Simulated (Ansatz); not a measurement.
The starting structures come from a database of crystals and need not be the phases stable at ambient conditions.

 Where the default PAW files enter, the runs use the earlier of Ansatz's two default sets.

Inside the gap of an insulator the Bloch states are evanescent, with a wavenumber k + iκ along the transport direction.

Data:

```yaml
crystal:
  lattice:
    - [5.25599, 0.00000, 0.00000]
    - [0.00000, 5.25599, 0.00000]
    - [2.62799, -2.62799, 5.67434]
  atoms:
    - { symbol: Ca, position: [0.75000, 0.75000, 0.50000] }
    - { symbol: Ca, position: [0.50000, 0.50000, 0.00000] }
    - { symbol: W, position: [0.25000, 0.25000, 0.50000] }
    - { symbol: W, position: [0.00000, 0.00000, 0.00000] }
    - { symbol: O, position: [0.84469, 0.75900, 0.82728] }
    - { symbol: O, position: [0.49100, 0.92197, 0.32728] }
    - { symbol: O, position: [0.32803, 0.06828, 0.82728] }
    - { symbol: O, position: [0.18172, 0.40531, 0.32728] }
    - { symbol: O, position: [0.40531, 0.49100, 0.67272] }
    - { symbol: O, position: [0.75900, 0.32803, 0.17272] }
    - { symbol: O, position: [0.92197, 0.18172, 0.67272] }
    - { symbol: O, position: [0.06828, 0.84469, 0.17272] }
```

Space group of this cell: I4_1/a. The cell is taken as given; by r2SCAN its mean pressure is -2.5 GPa.

Transport runs along the normal of the first two printed cell vectors, the (001) plane of the conventional cell.

The gap is the functional's own. No spin-orbit coupling. Mid-gap values are interpolated on the energy grid.

Compute, with r2SCAN run with Ansatz (a first-principles code), the band gap and the smallest decay constant κ at mid-gap.

Gap 4.51 eV on a 6×6×6 mesh; κ = 0.562 1/Å, at the zone centre.
